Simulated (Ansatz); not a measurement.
Take Si (space group Ia-3, No. 206; a = 6.602 Å) as the base.

Method: Kohn–Sham DFT with the PBEsol functional, run in Ansatz (a program for electronic structure) with PAW and 420 eV plane waves, spin-orbit coupling left out.

One change was made to it. Results:

```tsv
quantity	base	after
shortest interatomic distance	2.340 Å	2.207 Å
band gap	zero	zero
density	2.59 g/cm³	7.03 g/cm³
```

Q: Which of these changes matches the shifts?
A. Si → Pb
B. Si → Pt
C. Si → Cu

A: C, Si → Cu. For comparison, the shortest interatomic distance in the other runs: Si → Pt gives 2.428 Å; Si → Pb gives 2.997 Å.

Stability against distortions was not tested. As relaxed here, Cu, Pt and Pb are hypothetical phases, not in the database extracts checked. The final runs are not spin-polarised. Pt lies near a magnetic instability that expansion can trigger; it was not tested. Pt has a high density of states at the Fermi level and may be magnetic at this level. This is not the structure that Si has at room temperature and ambient pressure. The zero or small gap of Si can change with the level of theory.
